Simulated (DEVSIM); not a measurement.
Structure: illuminated Si n-on-p cell, one wavelength, with a back-surface field, at 250 K.

| layer (left to right) | material | thickness (μm) | Nd (cm⁻³) | Na (cm⁻³) | τn (s) | τp (s) | absorption coefficient (cm⁻¹) |
|---|---|---|---|---|---|---|---|
| 1 | Si | 0.930 | 4.5e18 | - | 6.9e-6 | 2.3e-7 | 2000 |
| 2 | Si | 76.0 | - | 4.4e15 | 7.3e-6 | 7.3e-6 | 2000 |
| 3 | Si | 0.120 | - | 3.4e18 | 7.3e-6 | 7.3e-6 | 2000 |

Left contact: ohmic, minority hole recombination velocity 8e5 cm/s. Right contact: ohmic, minority electron recombination velocity 1e5 cm/s. Voltage is applied to the left contact. Recombination: SRH at mid-gap, radiative, Auger. Light enters at the left, 4.4e17 photons cm⁻² s⁻¹, one pass, no reflection. Mobility is constant in doping.

The device is made up for the run: typed textbook-type constants, with dimensions and the other settings drawn at random. Values at 300 K; Nc and Nv go as T^1.5, mobilities as T to minus their exponent, the gap by Varshni's rule with the affinity fixed.

| parameter | Si |
|---|---|
| gap (eV) | 1.124 |
| affinity (eV) | 4.05 |
| permittivity | 11.7 |
| Nc (cm⁻³) | 2.86e19 |
| Nv (cm⁻³) | 3.1e19 |
| μn (cm²/Vs) | 1417 |
| μp (cm²/Vs) | 470 |
| T exponent of μn | 2.3 |
| T exponent of μp | 2.2 |
| B (cm³/s) | 4.7e-15 |
| Cn (cm⁶/s) | 2.8e-31 |
| Cp (cm⁶/s) | 9.9e-32 |
| Varshni α (eV/K) | 0.000473 |
| Varshni β (K) | 636 |

DEVSIM, 1D drift-diffusion, Boltzmann statistics, complete ionisation; no tunnelling, impact ionisation, image-force lowering or self-heating.

The doping Na of layer 2 was swept, all else fixed.

```json
[
 {"doping Na of layer 2 (cm^-3)": "1.3e14", "share of generated pairs collected at short circuit": "0.925", "largest power (mW/cm²)": "35.1", "dark forward voltage at 1 A/cm² (V)": "0.789", "open-circuit voltage (V)": "0.690"},
 {"doping Na of layer 2 (cm^-3)": "4.4e14", "share of generated pairs collected at short circuit": "0.922", "largest power (mW/cm²)": "37.1", "dark forward voltage at 1 A/cm² (V)": "0.789", "open-circuit voltage (V)": "0.692"},
 {"doping Na of layer 2 (cm^-3)": "1.3e15", "share of generated pairs collected at short circuit": "0.921", "largest power (mW/cm²)": "38.6", "dark forward voltage at 1 A/cm² (V)": "0.789", "open-circuit voltage (V)": "0.699"},
 {"doping Na of layer 2 (cm^-3)": "4.4e15", "share of generated pairs collected at short circuit": "0.919", "largest power (mW/cm²)": "40.0", "dark forward voltage at 1 A/cm² (V)": "0.790", "open-circuit voltage (V)": "0.714"},
 {"doping Na of layer 2 (cm^-3)": "1.3e16", "share of generated pairs collected at short circuit": "0.917", "largest power (mW/cm²)": "41.0", "dark forward voltage at 1 A/cm² (V)": "0.794", "open-circuit voltage (V)": "0.729"},
 {"doping Na of layer 2 (cm^-3)": "4.4e16", "share of generated pairs collected at short circuit": "0.912", "largest power (mW/cm²)": "41.4", "dark forward voltage at 1 A/cm² (V)": "0.801", "open-circuit voltage (V)": "0.741"},
 {"doping Na of layer 2 (cm^-3)": "1.3e17", "share of generated pairs collected at short circuit": "0.902", "largest power (mW/cm²)": "41.5", "dark forward voltage at 1 A/cm² (V)": "0.807", "open-circuit voltage (V)": "0.747"}
]
```

From the first row to the last the share of generated pairs collected at short circuit goes from 0.925 to 0.902. From the first row to the last the largest power goes from 35.1 to 41.5.
